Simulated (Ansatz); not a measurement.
**PbSe: element substitutions**

Consider PbSe in the rock salt structure (space group Fm-3m, No. 225; a = 6.218 Å).

Each row replaces one element on all its sites; cell and atoms are relaxed.

Computed with PBE, PAW, 420 eV (Ansatz, an electronic-structure program; spin-orbit coupling left out).

Question: Only one of these keeps a band gap. Which?
A) Pb → Os
B) Se → Te
C) Se → Ir
D) Pb → C

Answer: B, Se → Te. Computed: Pb → C: zero; Se → Te: 0.83 eV; Pb → Os: zero; Se → Ir: zero

With Pb and Te present, leaving out spin-orbit coupling can change the band edges. Whether these cells are dynamically stable was not tested. As relaxed here, SeC, OsSe and IrPb are hypothetical phases, not in the database extracts checked. The final runs are not spin-polarised. OsSe has a high density of states at the Fermi level and may be magnetic at this level.
